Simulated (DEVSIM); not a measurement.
Device: abrupt GaSb n-p junction, at 400 K.

| layer (left to right) | material | thickness (μm) | Nd (cm⁻³) | Na (cm⁻³) | τn (s) | τp (s) |
|---|---|---|---|---|---|---|
| 1 | GaSb | 21.0 | 1e15 | - | 2.6e-8 | 2.6e-8 |
| 2 | GaSb | 270 | - | 1e17 | 2.6e-8 | 2.6e-8 |

Left contact: ohmic. Right contact: ohmic. Voltage is applied to the left contact. Recombination: SRH at mid-gap, radiative, Auger. Mobility is constant in doping.

Constants are typed, rounded textbook-type inputs, not results; the design itself was drawn at random and stands for no fabricated device. Values at 300 K; Nc and Nv go as T^1.5, mobilities as T to minus their exponent, the gap by Varshni's rule with the affinity fixed.

| parameter | GaSb |
|---|---|
| gap (eV) | 0.726 |
| affinity (eV) | 4.06 |
| permittivity | 15.7 |
| Nc (cm⁻³) | 2.1e17 |
| Nv (cm⁻³) | 1.8e19 |
| μn (cm²/Vs) | 5000 |
| μp (cm²/Vs) | 850 |
| T exponent of μn | 2 |
| T exponent of μp | 1.7 |
| B (cm³/s) | 1e-10 |
| Cn (cm⁶/s) | 5e-30 |
| Cp (cm⁶/s) | 5e-30 |
| Varshni α (eV/K) | 0.00042 |
| Varshni β (K) | 140 |

DEVSIM, 1D drift-diffusion, Boltzmann statistics, complete ionisation; no tunnelling, impact ionisation, image-force lowering or self-heating.

The doping Nd of layer 1 was swept, all else fixed.

```tsv
doping Nd of layer 1 (cm^-3)	dark forward voltage at 1 A/cm² (V)	potential step across the device at zero bias (V)	dark forward voltage at 100 A/cm² (V)	largest field in the device at zero bias (V/cm)
3e13	0.077	0.230	0.767	17000
1e14	0.080	0.239	0.750	17000
3e14	0.087	0.259	0.727	17000
1e15	0.103	0.295	0.701	18000
3e15	0.130	0.332	0.684	20000
1e16	0.161	0.374	0.672	28000
3e16	?	0.412	?	?
```

**Question.** Fill in the missing entries.

**Answer.** 
- 3e16, dark forward voltage at 1 A/cm² (V): 0.186
- 3e16, dark forward voltage at 100 A/cm² (V): 0.668
- 3e16, largest field in the device at zero bias (V/cm): 43000
